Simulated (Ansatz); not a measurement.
An Ansatz (a first-principles code) input (r2SCAN (Ansatz), no SOC):

Ansatz 0.2 input:
```yaml
crystal:
  lattice:
    - [0, 2.4354935028, 2.4354935028]
    - [2.4354935028, 0, 2.4354935028]
    - [2.4354935028, 2.4354935028, 0]
  atoms:
    - { symbol: Zr, position: [0, 0, 0] }
    - { symbol: O, position: [0.25, 0.25, 0.25] }
    - { symbol: O, position: [0.75, 0.75, 0.75] }
basis: { ecutwfc: 500, ecutrho_ratio: 4, xc_grid: 4, fft_grid_basis: typed }
kpoints: { mp_grid: { grid: [11, 11, 11] } }
hamiltonian:
  xc: r2scan
  dispersion: none
  pseudopotentials: { kind: paw }
scf: { occupations: { method: fermi_dirac, width: 0.05 }, convergence: { dr2_threshold: 0.0000000003 } }
relax: { f_tol: 0.005, max_steps: 50 }
output: { forces: true, stress: true }
checkpoint: { write: state.ck, write_every: 1000 }
```

Question: Which symmetry and how many k-points will the program report, and about how many plane waves at Γ?

Answer: Space group Fm-3m (ITA 225) with 48 operations, k-points 56 of 1331, and 725 plane waves at Γ.

Question: And the final pressure?

Answer: 44.38 GPa (compression positive).

The cells carry an imposed strain or load. Whether these cells are dynamically stable was not tested. The cell was made from ZrO$_{2}$ in the fluorite structure (space group Fm-3m, No. 225) by this change: isotropic strain −4.29 %. This is not the structure that ZrO2 has at room temperature and ambient pressure.
